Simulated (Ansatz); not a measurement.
**Effect of biaxial strain −1.50 %, plane normal [111], relaxed out of plane on BaTiO3**

The parent structure is BaTiO$_{3}$ in the cubic perovskite structure (space group Pm-3m, No. 221; a = 3.970 Å). Axes: x, y, z lie along the cube axes.

The change: compressive biaxial strain of 1.50 % in the plane normal to [111], as in epitaxy on a mismatched substrate; the out-of-plane cell vector and the atoms relax.

Calculations: PBEsol (Ansatz, a quantum-chemistry and plane-wave program; PAW; 420 eV plane waves; no SOC). k-mesh 8×8×8 (Γ-centred); smearing 0.05 eV (Fermi–Dirac).

The volume per atom drops by 0.268 Å³, from 12.51 Å³ to 12.25 Å³ and the space group becomes R-3m (No. 166) (base: Pm-3m (No. 221)). The shortest interatomic distance drops by 0.014 Å (1.985 Å → 1.971 Å) and the energy rises by 7.0 meV/atom. The pressure (mean of the normal stresses, compression positive) increases by 4.135 GPa (-0.01 GPa → 4.13 GPa) and the band gap decreases by 0.01 eV to 1.81 eV. The gap character is indirect, T → Γ and the smallest direct gap drops by 0.07 eV to 1.82 eV. The out-of-plane strain comes out as +0.86 % and the ratio −ε⊥/ε∥ amounts to 0.58. The mean in-plane stress (compression positive) comes out as +6.2 GPa.

Whether these cells are dynamically stable was not tested. The final runs are not spin-polarised. Many cubic perovskites are stable only at high temperature; tilts and polar distortions were not tested. This is not the structure that BaTiO3 has at room temperature and ambient pressure. k-point labels follow each cell's own Brillouin zone.
